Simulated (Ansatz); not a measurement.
InP (F-43m): ε∞ = 11.64, static ε₀ = 14.32, effective LO energy 41.8 meV, electron mass 0.0949 mₑ (band masses from HSE06, rigid bands (Ansatz, a quantum-chemistry and plane-wave program), cell and atoms relaxed with PBEsol; dielectric constants and zone-centre modes from Ansatz with LDA on its own relaxed cell).

**Question.** Work out the Fröhlich coupling α = (1/ε∞ − 1/ε₀) √(m Ry/ħω_LO) and what it means for transport at 300 K.

**Answer.** 1/ε∞ − 1/ε₀ = 0.0161 and √(m × 13.606 eV/ħω) = 5.56, so α = 0.0895; in weak coupling the polaron mass is about m(1 + α/6). By the iterated Boltzmann equation for weak coupling, the polar-phonon-limited mobility is 6200 cm²/(V·s) at 300 K (16500 at 200 K, 3800 at 400 K).

Model: isotropic Fröhlich coupling of one parabolic band to one effective longitudinal optical (LO) phonon, from the dielectric constants and phonon modes at the zone centre, chosen so that α equals the sum over the polar modes. Acoustic, nonpolar, intervalley and impurity scattering are left out, and they lower the mobility further; with several valleys or bands the averaged mass is a rough stand-in. Semilocal functionals tend to overestimate ε∞, which makes α low and the mobility high.
